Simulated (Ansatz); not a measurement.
GePbS3 (P2₁/c, No. 14; cell taken from a computed entry) was calculated with r²SCAN+SOC (plane waves, PAW; Ansatz, an electronic-structure program).

Settings: plane-wave cutoff 560 eV, 4×4×4 k mesh, Fermi–Dirac smearing 0.01 eV, PAW data made under PBE.

Cell (relaxed with PBEsol):

```xyz
20
Lattice="7.2136 0.0000 -0.0065 0.0000 10.3186 0.0000 -1.7914 0.0000 6.5892" Properties=species:S:1:pos:R:3 pbc="T T T"
Ge     0.3817     2.1091     3.3514
Ge     5.0406     8.2095     3.2313
Ge     4.1449     7.2684     6.5259
Ge     1.2774     3.0502     0.0568
Pb     2.2138     9.4507     1.4578
Pb     3.2085     0.8678     5.1249
Pb     4.1042     4.2915     1.8302
Pb     1.3181     6.0271     4.7525
S      0.8906     0.0342     3.8754
S      4.5317    10.2844     2.7073
S      3.6360     5.1935     6.0019
S      1.7862     5.1251     0.5808
S      2.1390     3.3292     3.8687
S      3.2833     6.9894     2.7140
S      2.3877     8.4885     6.0086
S      3.0346     1.8301     0.5741
S      6.7406     2.2481     1.2441
S     -1.3184     8.0705     5.3386
S     -0.4227     7.4074     2.0440
S      5.8450     2.9112     4.5387
```

Task: Estimate the band gap and direct gap at Γ that the calculation returns.

Result: 
* **band gap**: 2.03 eV (on the SCF k mesh)
* **direct gap at Γ**: 2.22 eV

Note: cell and atoms aren't relaxed at this level (largest force component 0.24 eV/Å, pressure 0.9 GPa).

Static lattice: no zero-point or thermal effects.

It cost very roughly 50 core-minutes of CPU time.
